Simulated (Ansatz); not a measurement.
Pressure series in AlIr

The parent structure is AlIr in the CsCl type structure (space group Pm-3m, No. 221; a = 2.989 Å; a cell from a computed database, its experimental status unchecked).

Cell and atoms are relaxed at each pressure.

Computed with PBEsol/PAW in Ansatz (a program for electronic structure), spin-orbit coupling left out.

Notes on the quantities. enthalpy: H = E + PV relative to the base's energy.

```csv
variant,shortest interatomic distance,enthalpy
base,2.589 Å,–
pressure −2 GPa,2.596 Å,-0.17 eV/atom
pressure −1 GPa,2.592 Å,-0.08 eV/atom
pressure 0.3 GPa,2.588 Å,+0.02 eV/atom
pressure 0.7 GPa,2.586 Å,+0.06 eV/atom
pressure 1.5 GPa,2.583 Å,+0.12 eV/atom
pressure 3 GPa,2.578 Å,+0.25 eV/atom
pressure 5 GPa,2.572 Å,+0.41 eV/atom
pressure 7.5 GPa,2.564 Å,+0.62 eV/atom
pressure 10 GPa,2.557 Å,+0.82 eV/atom
```

Load acts through the strain it causes; cell and atoms are relaxed under it. Stability against distortions was not tested. Competing high-pressure phases were not computed. The final runs are not spin-polarised.
